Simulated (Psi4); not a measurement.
Psi4 1.11, BP86/def2-svp: W(S)2(Cl)(SH) ([S]=[W](=[S])([SH])[Cl]), 6 atoms. The geometry is a generated start, not checked to be a minimum at this level.

| Property | Value |
|---|---|
| task | energy |
| method | bp86 |
| basis | def2-svp |
| memory | 3 GB |
| maxiter | 100 |
| keys of the molecule block | symmetry c1 |
| scf_type | df (default) |
| e_convergence | 1e-06 (default) |
| d_convergence | 1e-06 (default) |
| dft_radial_points | 75 (default) |
| dft_spherical_points | 302 (default) |
| effective core potentials | those of the basis set, past Kr |
| basis functions | 109 |
| grid points | 129627 |

```xyz
6

W      0.2722     0.4763    -0.0437
S      1.2589    -0.6761    -1.6028
S      1.5160     0.2689     1.7322
Cl    -0.0252     2.5524    -0.5399
S     -1.7066    -0.7141     0.4576
H     -1.3153    -1.9074    -0.0033
```

Charge 0 and multiplicity 1 are set for this test and not shown to be the ground state.

With the defaults (diis_max_vecs = 10, diis = true, scf_initial_accelerator = adiis, damping_percentage = 0, guess = auto, which took SAD, soscf = false, soscf_start_convergence = 0.01) it converges in 13 SCF iterations. One run each on 2 threads, with these changes:
- guess = sapgau
- soscf = true
- guess = gwh
- scf_initial_accelerator = none
- diis = false, scf_initial_accelerator = none, damping_percentage = 60
- guess = core
- soscf = true, soscf_start_convergence = 0.1
- guess = modhuckel
- diis_max_vecs = 3

Q: Which of these changes keep the SCF from converging, or lead it to another solution?

A: No convergence: diis_max_vecs = 3; diis = false, scf_initial_accelerator = none, damping_percentage = 60 (the run ends without SCF convergence in 100 iterations). The rest reach the solution of the defaults.

```tsv
setting	SCF iterations	JK calls	end
soscf = true, soscf_start_convergence = 0.1	10	46	same solution
the defaults	13	14	same solution
scf_initial_accelerator = none	13	14	same solution
soscf = true	14	55	same solution
guess = modhuckel	15	44	same solution
guess = sapgau	17	17	same solution
guess = core	17	17	same solution
guess = gwh	19	19	same solution
diis_max_vecs = 3	100	101	no convergence
diis = false, scf_initial_accelerator = none, damping_percentage = 60	100	101	no convergence
```

An SOSCF iteration holds several JK calls; a Hückel guess adds calls on atoms. 1 further run of the study ended by our limits or in an error and is left out.
